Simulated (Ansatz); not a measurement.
# Na in the bcc (W type) structure (space group Im-3m, No. 229)

Space group Im-3m (No. 229); a = b = c = 4.1965 Å, α = β = γ = 90.00°

```tsv
atom	site	symmetry	x	y	z
Na	2a	m-3m	0.0000	0.0000	0.0000
```
(The calculation used a cell of 1 atom; values per cell refer to that cell.)

All numbers come from Ansatz (a quantum-chemistry and plane-wave program) PBE, no SOC. Γ-centred 16×16×16 mesh, Fermi–Dirac width 0.05 eV.

```yaml
volume_per_atom: 36.95 Å³
density: 1.03 g/cm³
band_gap: zero
total_energy: -1486.417 eV/atom (σ→0; compares only within this code and set-up)
```

Stability against distortions was not tested.
